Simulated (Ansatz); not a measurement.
## A computed series for ZnS: response to strain

Base system: ZnS in the zinc blende structure (space group F-43m, No. 216; a = 5.2968 Å).

Strains are applied to the cell and any free atomic positions relax.

Computed with LDA (Ansatz, an electronic-structure program; PAW; 420 eV plane waves; spin-orbit coupling left out).

Notes on the quantities. energy relative to the base: free energy F.

```json
[
 {"isotropic strain (%)": "-2.5", "energy relative to the base (meV/atom)": "30.7"},
 {"isotropic strain (%)": "-2", "energy relative to the base (meV/atom)": "19.3"},
 {"isotropic strain (%)": "-1.5", "energy relative to the base (meV/atom)": "10.7"},
 {"isotropic strain (%)": "-0.5", "energy relative to the base (meV/atom)": "1.1"},
 {"isotropic strain (%)": "0", "energy relative to the base (meV/atom)": "0.0"},
 {"isotropic strain (%)": "1.5", "energy relative to the base (meV/atom)": "9.7"},
 {"isotropic strain (%)": "2", "energy relative to the base (meV/atom)": "16.9"},
 {"isotropic strain (%)": "2.5", "energy relative to the base (meV/atom)": "?"},
 {"isotropic strain (%)": "3", "energy relative to the base (meV/atom)": "36.7"}
]
```

Problem. Fit ΔE = Aε² + Bε³ (ε in %) to the rows shown and predict the withheld row.

Solution. Least squares on the printed values gives A = 4.53 and B = -0.15 meV/atom (largest residual 0.1 meV/atom); this predicts 26.0 meV/atom, and the run gives 26.0 meV/atom, in agreement.

No phonon test of stability was made.
